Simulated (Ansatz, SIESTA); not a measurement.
**One structure in several programs: PdAu3 (P1, 4 atoms in the cell)**

Self-consistent single point, at a second geometry (atoms moved at random). First geometry:

```
PdAu3
1.0
    4.07108     0.00000     0.00000
    0.00000     4.07108     0.00000
    0.00000     0.00000     4.07108
Pd Au
1 3
Direct
  0.00000   0.00000   0.00000
  0.00000   0.50000   0.50000
  0.50000   0.00000   0.50000
  0.50000   0.50000   0.00000
```

Second geometry:
```xyz
4
Lattice="4.0711 0.0000 0.0000 0.0000 4.0711 0.0000 0.0000 0.0000 4.0711" Properties=species:S:1:pos:R:3 pbc="T T T"
Pd    -0.0220     0.0282     0.1111
Au    -0.0480     2.0260     1.9583
Au     2.0378    -0.0419     1.9879
Au     2.1033     2.0588     0.0139
```

Shared settings, as Ansatz (a program for electronic structure) writes them: kpoints.mp_grid.grid = 11 11 11; scf.occupations.method = gaussian; scf.occupations.width = 0.02 Ry. Potentials and cutoffs stand in the table.

| code | model | ΔF from the first geometry (meV/atom) | pressure (GPa) | largest force (eV/Å) | cutoff |
|---|---|---|---|---|---|
| SIESTA | GGA PBEsol, numerical atomic orbitals TZP, PseudoDojo PBEsol standard norm-conserving potentials (rewritten from UPF to PSML) | 54.8 | -4.05 | 1.516 | grid 400 Ry |
| Ansatz | PBEsol, PAW files made with PBE | 46.3 | -3.08 | 1.260 | 30.9 Ry |

Size of the force on each atom (eV/Å): Sizes of forces hide their directions.

```tsv
code	Pd1	Au2	Au3	Au4
SIESTA	1.427	1.516	1.180	1.326
Ansatz	1.247	1.260	0.986	1.074
```

On Ansatz's run: spin-orbit coupling is off. Spin polarisation is off.

The spread over the programs that give each value: ΔF from the first geometry within 8.5 meV/atom; pressure within 0.97 GPa; largest force within 0.256 eV/Å.

SIESTA uses small atom-centred bases, whose incompleteness enters pressures, forces and empty levels differently from a plane-wave cutoff. Ansatz's pressure is given at a fixed set of plane waves, as the other plane-wave codes print theirs; with its correction for the finite basis it is -3.04 GPa.

The starting cell comes from a database of computed structures (which also holds hypothetical and non-ambient phases and stackings), without a prior relaxation at this level. For this run, on top of that: atoms moved at random.

Keys are those of Ansatz 0.2.
